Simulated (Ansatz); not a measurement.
**Response to strain in Mg2Ge**

Take Mg2Ge in the anti-fluorite structure (space group Fm-3m, No. 225; a = 6.421 Å) as the base.

Strains are applied to the cell and any free atomic positions relax.

All numbers come from Kohn–Sham DFT with the PBE functional, run in Ansatz (a quantum-chemistry and plane-wave program) with PAW and 420 eV plane waves, without spin-orbit coupling.

For the base:

Smallest direct gap: 0.95 eV

Problem. The aim is a smallest direct gap between 1.31 eV and 1.45 eV. Which of these changes reaches it?
A. isotropic strain −2.50 %
B. isotropic strain +0.50 %
C. isotropic strain −1.50 %
D. isotropic strain −0.50 %
E. isotropic strain −1.00 %

Solution. A, isotropic strain −2.50 %. It gives 1.38 eV; isotropic strain −0.50 % gives 1.03 eV; isotropic strain +0.50 % gives 0.87 eV; isotropic strain −1.50 % gives 1.20 eV; isotropic strain −1.00 % gives 1.12 eV. Changes not listed may reach it too

No phonon test of stability was made.
